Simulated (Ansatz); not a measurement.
Several settings converged on HfPt₃ (Pm-3m, 4 atoms in the cell)

```
CELL_PARAMETERS angstrom
      4.02246     0.00000     0.00000
      0.00000     4.02246     0.00000
      0.00000     0.00000     4.02246
ATOMIC_POSITIONS crystal
  Hf 0.00000 0.00000 0.00000
  Pt 0.50000 0.50000 0.00000
  Pt 0.00000 0.50000 0.50000
  Pt 0.50000 0.00000 0.50000
```

Base method: LDA (PW92), default PAW files made with PBE (plane waves; Ansatz, a program for electronic structure).

Base settings: basis.ecutwfc = 420 eV; kpoints.mp_grid.grid = 8 8 8; hamiltonian.xc = lda; hamiltonian.pseudopotentials = {kind: paw} (the program's default PAW files); scf.occupations.method = gaussian; scf.occupations.width = 0.1 eV.

Core times come from one kind of shared machine, to one figure; runs under 30 s give none.

**Zone-centre phonons against the cutoff**

In this ladder: phonons.method = dfpt.

The mesh stays at the base's, so the ladder's end is converged at best in this setting alone.

Frequencies are those of the unrelaxed cell, without the LO-TO term of polar crystals.

Only quantities that move along the ladder and can be compared are tabulated.

| basis.ecutwfc | highest zone-centre frequency (cm⁻¹) | lowest optical frequency (cm⁻¹) | core time / last (rough) |
|---|---|---|---|
| 210 eV | 114.7 | 72.2 | 0.3 |
| 250 eV | 168.9 | 95.7 | 0.4 |
| 295 eV | 154.4 | 107.0 | 0.7 |
| 420 eV | 150.7 | 102.8 | 0.6 |
| 630 eV | 150.7 | 102.8 | 1 |

Coarsest basis.ecutwfc that holds the highest zone-centre frequency within 5 cm⁻¹ of the last step, with all finer ones: 295 eV; the step before is off by 18 cm⁻¹.

Coarsest basis.ecutwfc that holds the lowest optical frequency within 2 cm⁻¹ of the last step, with all finer ones: 420 eV; the step before is off by 4.2 cm⁻¹.

**Zone-centre phonons against the mesh**

In this ladder: phonons.method = dfpt.

Frequencies are those of the unrelaxed cell, without the LO-TO term of polar crystals.

Only quantities that move along the ladder and can be compared are tabulated.

```tsv
kpoints.mp_grid.grid	highest zone-centre frequency (cm⁻¹)	lowest optical frequency (cm⁻¹)	core time / last (rough)
2 2 2	36.4	-10.1	–
4 4 4	147.8	103.1	0.04
6 6 6	150.4	102.7	0.09
15 15 15	150.8	103.2	1
```

Coarsest kpoints.mp_grid.grid that holds the highest zone-centre frequency within 5 cm⁻¹ of the last step, with all finer ones: 4 4 4, at about 0.04 of the last step's time; the step before is off by 110 cm⁻¹.

Coarsest kpoints.mp_grid.grid that holds the lowest optical frequency within 10 cm⁻¹ of the last step, with all finer ones: 4 4 4, at about 0.04 of the last step's time; the step before is off by 110 cm⁻¹.

**The force threshold of a relaxation**

On HfPt3 (P4mm, 4 atoms in the cell): one atom moved by 0.15 angstrom.

In this ladder: relax = atoms.

The mesh stays at the base's, so the ladder's end is converged at best in this setting alone.

Only quantities that move along the ladder and can be compared are tabulated.

```tsv
relax.f_tol	free energy less the last step's (meV/atom)	largest force left (eV/Å)	relaxation steps	core time / last (rough)
0.2 eV/Å	0.35	0.1262	3	0.6
0.05 eV/Å	0.00	0.0015	3	0.7
0.02 eV/Å	0.00	0.0014	4	0.8
0.001 eV/Å	0.00	0.0001	5	1
```

Coarsest relax.f_tol that holds the free energy within 0.05 meV/atom of the last step, with all finer ones: 0.05 eV/Å; the step before is off by 0.35 meV/atom.

Coarsest relax.f_tol that holds the largest force left within 0.005 eV/Å of the last step, with all finer ones: 0.05 eV/Å; the step before is off by 0.13 eV/Å.

On the base run: the starting cell comes from a database of computed structures (which also holds hypothetical and non-ambient phases and stackings), without a prior relaxation at this level. Its lattice was rescaled by up to half a per cent. Spin polarisation is off. In the base run, with a pressure of about -12 GPa the cell is away from its equilibrium volume at this level.

Keys are those of Ansatz 0.2.
